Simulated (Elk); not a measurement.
Band structure of LaMg (Pmma, 4 atoms in the cell).

```yaml
crystal:
  lattice:
    - [5.61547, 0.00000, 0.00000]
    - [0.00000, 3.80146, 0.00000]
    - [0.00000, 0.00000, 5.78901]
  atoms:
    - { symbol: La, position: [0.75000, 0.00000, 0.79310] }
    - { symbol: La, position: [0.25000, 0.00000, 0.20690] }
    - { symbol: Mg, position: [0.25000, 0.50000, 0.69324] }
    - { symbol: Mg, position: [0.75000, 0.50000, 0.30676] }
```

Computed with Elk with LDA (PW92), all-electron FP-LAPW, Elk's shipped species files, APW+lo basis with extra local orbitals.

Settings: xctype = 3; rgkmax = 7.5; stype = 0; swidth = 0.00183747 Ha; ngridk = 5 8 5; gmaxvr = 18 1/bohr; lmaxapw = 10; lmaxo = 8; nxlo = 2; lorbcnd = true; lradstp = 2; nrmtscf = 2; lmaxi = 4.

The starting cell comes from a database of computed structures (which also holds hypothetical and non-ambient phases and stackings), without a prior relaxation at this level. Values depend on the basis (sphere radii, cutoffs, local orbitals), which need not be converged.

Levels in eV from the Fermi level, bands 18 to 25:
```json
[
 {"point": "Γ", "18": "-2.94", "19": "-0.74", "20": "-0.66", "21": "-0.31", "22": "0.39", "23": "0.72", "24": "1.44", "25": "1.44"},
 {"point": "X", "18": "-2.13", "19": "-1.56", "20": "-1.40", "21": "-1.31", "22": "-0.07", "23": "0.28", "24": "0.95", "25": "1.05"},
 {"point": "S", "18": "-2.25", "19": "-0.90", "20": "-0.90", "21": "-0.85", "22": "-0.85", "23": "0.91", "24": "0.91", "25": "1.37"},
 {"point": "Y", "18": "-3.46", "19": "-0.83", "20": "-0.83", "21": "0.19", "22": "0.19", "23": "0.65", "24": "0.65", "25": "1.30"},
 {"point": "Z", "18": "-3.28", "19": "-0.91", "20": "-0.70", "21": "-0.26", "22": "0.40", "23": "0.44", "24": "0.88", "25": "1.26"},
 {"point": "U", "18": "-1.78", "19": "-0.95", "20": "-0.92", "21": "-0.80", "22": "-0.50", "23": "0.74", "24": "1.14", "25": "1.20"},
 {"point": "R", "18": "-2.86", "19": "-0.33", "20": "-0.33", "21": "0.47", "22": "0.47", "23": "0.69", "24": "0.69", "25": "1.39"},
 {"point": "T", "18": "-2.67", "19": "-1.88", "20": "-1.88", "21": "0.14", "22": "0.14", "23": "0.80", "24": "0.80", "25": "1.26"}
]
```

Bands cross the Fermi level along this path, so the cell is metallic at this level.
